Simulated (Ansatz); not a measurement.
Functionals compared on the (110) surface of rock-salt SnTe in its 1x1 cell (cut with top plane Sn + Te, bottom plane Sn + Te), outermost plane spacing 2.27 Å in the ideal cut, in Ansatz (plane waves, PAW). The structure was relaxed with PBE; the other rows are single points on it, each with its references at the same level. Cutoff 420 eV (500 eV for r2SCAN). HSE06 used the coarser mesh 4x3x1.

Model: 12-atom slab, Sn6Te6, 11.3 Å thick at the start, 6x4x1 mesh, Fermi-Dirac 0.025 eV, dipole correction, all atoms relaxed; symmetry of the start imposed; no spin, no spin-orbit, no U. These notes are the PBE run's.

A dash marks a value that is undefined for that row or was read on another mesh.

```json
[
 {"functional": "PBE", "surface energy (J/m²)": "0.20", "gap of the slab on its k-mesh (eV)": "0.57", "highest filled level below the top vacuum level (eV)": "4.53", "rough cost of the single point": "–"},
 {"functional": "LDA", "surface energy (J/m²)": "0.38", "gap of the slab on its k-mesh (eV)": "0.52", "highest filled level below the top vacuum level (eV)": "4.80", "rough cost of the single point": "about 70 core-seconds (a rough figure)"},
 {"functional": "PBEsol", "surface energy (J/m²)": "0.32", "gap of the slab on its k-mesh (eV)": "0.53", "highest filled level below the top vacuum level (eV)": "4.60", "rough cost of the single point": "very roughly 70 core-seconds"},
 {"functional": "RPBE", "surface energy (J/m²)": "0.08", "gap of the slab on its k-mesh (eV)": "0.61", "highest filled level below the top vacuum level (eV)": "4.43", "rough cost of the single point": "very roughly 70 core-seconds"},
 {"functional": "r2SCAN", "surface energy (J/m²)": "(withheld)", "gap of the slab on its k-mesh (eV)": "(withheld)", "highest filled level below the top vacuum level (eV)": "(withheld)", "rough cost of the single point": "about 120 core-seconds (a rough figure)"},
 {"functional": "HSE06", "surface energy (J/m²)": "0.24", "gap of the slab on its k-mesh (eV)": "–", "highest filled level below the top vacuum level (eV)": "–", "rough cost of the single point": "around 20 core-minutes (rough)"}
]
```

Problem. Some entries are withheld; supply them.

Solution. 
- r2SCAN, surface energy (J/m²): 0.22
- r2SCAN, gap of the slab on its k-mesh (eV): 0.74
- r2SCAN, highest filled level below the top vacuum level (eV): 4.67

Ansatz is a first-principles code.
